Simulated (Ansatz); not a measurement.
System: CsCl-type RuAl. Method: revPBE (plane waves, PAW; Ansatz, a first-principles code).

Numerical settings: plane-wave cutoff 520 eV, 16×16×16 k mesh, Fermi–Dirac smearing 0.1 eV, perturbation theory, no spin polarisation, scalar-relativistic PAW data made under PBE.

Cell (relaxed at this level):

```cif
data_AlRu
_chemical_formula_sum 'Al1 Ru1'
_space_group_name_H-M_alt 'Pm-3m'
_space_group_IT_number 221
_space_group_name_Hall '-P 4 2 3'
_cell_length_a 3.01665
_cell_length_b 3.01665
_cell_length_c 3.01665
_cell_angle_alpha 90.000
_cell_angle_beta 90.000
_cell_angle_gamma 90.000
loop_
_atom_site_label
_atom_site_type_symbol
_atom_site_symmetry_multiplicity
_atom_site_Wyckoff_symbol
_atom_site_fract_x
_atom_site_fract_y
_atom_site_fract_z
_atom_site_occupancy
Al1 Al 1 b 0.50000 0.50000 0.50000 1
Ru1 Ru 1 a 0.00000 0.00000 0.00000 1
```

Question: What does this level give for the zone-centre TO phonon frequency?

Answer: 
- zone-centre TO phonon frequency = 303 cm⁻¹

Cost on a shared machine: roughly 2.4 core-minutes.
